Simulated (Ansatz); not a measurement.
The starting structures come from a database of crystals and need not be the phases stable at ambient conditions.

# Evanescent states of TePbO3 (P4_1, not sure to be the ambient phase, 20 atoms a cell, 17.2 Å³ an atom, -2 GPa at this level) along the normal of (100)

The numbers are results of r2SCAN (plane waves, PAW; Ansatz, an electronic-structure program), not measurements.

The gap is the functional's own. No spin-orbit coupling. Mid-gap values are interpolated on the energy grid.

Energies count from the valence-band top; κ is the least over a 6×4 mesh across the current.

| E (eV) | κ (1/Å) | where |
|---|---|---|
| 0.07 | 0.122 | off Γ |
| 0.23 | 0.187 | off Γ |
| 0.38 | 0.228 | off Γ |
| 0.53 | 0.257 | off Γ |
| 0.68 | 0.279 | off Γ |
| 0.82 | 0.296 | off Γ |
| 0.97 | 0.310 | off Γ |
| 1.12 | 0.321 | off Γ |
| 1.27 | 0.329 | off Γ |
| 1.43 | 0.335 | off Γ |
| 1.57 | 0.339 | off Γ |
| 1.73 | 0.333 | off Γ |
| 1.88 | 0.322 | off Γ |
| 2.02 | 0.309 | off Γ |
| 2.17 | 0.294 | off Γ |
| 2.33 | 0.276 | off Γ |
| 2.48 | 0.256 | off Γ |
| 2.62 | 0.232 | off Γ |
| 2.77 | 0.202 | off Γ |
| 2.92 | 0.162 | off Γ |

Task: How thick must the barrier be to attenuate the transmission by 10^4 when the electrodes' Fermi level lies at 2.48 eV, and what attenuation does that film give at 0.97 eV?

Result: d = 4 ln 10 / (2 × 0.256) = 18.0 Å. At 0.97 eV it gives 4 × 0.310/0.256 = 4.8 decades.
